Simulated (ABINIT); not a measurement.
Troubleshooting ABINIT: a failed run on Sr2Rh (Fm-3m, 3 atoms in the cell). The aim is a self-consistent single point with DFT, PBEsol, plane waves, norm-conserving pseudopotentials (PseudoDojo nc-sr-04 PBEsol standard).

Cell that was meant: a = 5.1632 Å, b = 5.1632 Å, c = 5.1632 Å, α = 60.00°, β = 60.00°, γ = 60.00°.

Part of the input:

```
nshiftk 1
shiftk 0 0 0
nstep 50
prtwf 0
prtden 0
prtvol 1
enunit 1
```

Log, with long lists cut:

```
 Perdew, Burke & Ernzerhof SOL
 J. P. Perdew, A. Ruzsinszky, G. I. Csonka, O. A. Vydrov, G. E. Scuseria, L. A. Constantin, X. Zhou, and K. Burke, Phys. Rev. Lett. 100, 136406 (2008)
 Perdew, Burke & Ernzerhof SOL
 J. P. Perdew, A. Ruzsinszky, G. I. Csonka, O. A. Vydrov, G. E. Scuseria, L. A. Constantin, X. Zhou, and K. Burke, Phys. Rev. Lett. 100, 136406 (2008)

--- !ERROR
src_file: m_chkinp.F90
src_line: 4101
mpi_rank: 0
message: |
    For the SCF case, one and only one of the input tolerance criteria
    toldff, tolrff, toldfe or tolvrs must differ from zero, while they are
    toldff=  0.000000E+00, tolrff=  0.000000E+00, toldfe=  0.000000E+00
    and tolvrs=  0.000000E+00 for idtset: 1
    Action: change your input file and resubmit the job.
...

--- !ERROR
src_file: m_chkinp.F90
src_line: 4218
mpi_rank: 0
message: |
    Checking consistency of input data against itself gave 1 inconsistency.
    The details of the problem can be found above (or in output or log file).
    In parallel, the details might not even be printed there. Then, try running in sequential to see the details.
...

 abinit_abort: decision taken to exit. Check above messages for more info
Abort(13) on node 0 (rank 0 in comm 0): application called MPI_Abort(MPI_COMM_WORLD, 13) - process 0

--- !ERROR
src_file: m_chkinp.F90
src_line: 4101
mpi_rank: 0
message: |
    For the SCF case, one and only one of the input tolerance criteria
    toldff, tolrff, toldfe or tolvrs must differ from zero, while they are
    toldff=  0.000000E+00, tolrff=  0.000000E+00, toldfe=  0.000000E+00
    and tolvrs=  0.000000E+00 for idtset: 1
    Action: change your input file and resubmit the job.
...

--- !ERROR
src_file: m_chkinp.F90
src_line: 4218
mpi_rank: 0
message: |
    Checking consistency of input data against itself gave 1 inconsistency.
    The details of the problem can be found above (or in output or log file).
    In parallel, the details might not even be printed there. Then, try running in sequential to see the details.
...
```

**Question.** From the messages shown, name the fault and mend the input.

**Answer.** The fault is no stopping criterion. The self-consistent loop needs one tolerance to decide when to stop. To fix it, give one tolerance. The program stopped before any SCF iteration.

An input that runs soundly differs in these lines (not the only fix; some lines may just follow from the change or write a value another way):
```diff
+toldfe 1.0e-09
```

With that input, the run converged in 20 iterations: free energy E − TS -5051.02 eV; Fermi level (on the code's own zero) 6.54 eV; pressure -1.33 GPa (DFT, PBEsol, plane waves, norm-conserving pseudopotentials (PseudoDojo nc-sr-04 PBEsol standard)).

On the sound input: the starting cell comes from a database of computed structures (which also holds hypothetical and non-ambient phases and stackings), without a prior relaxation at this level. Spin polarisation is off.
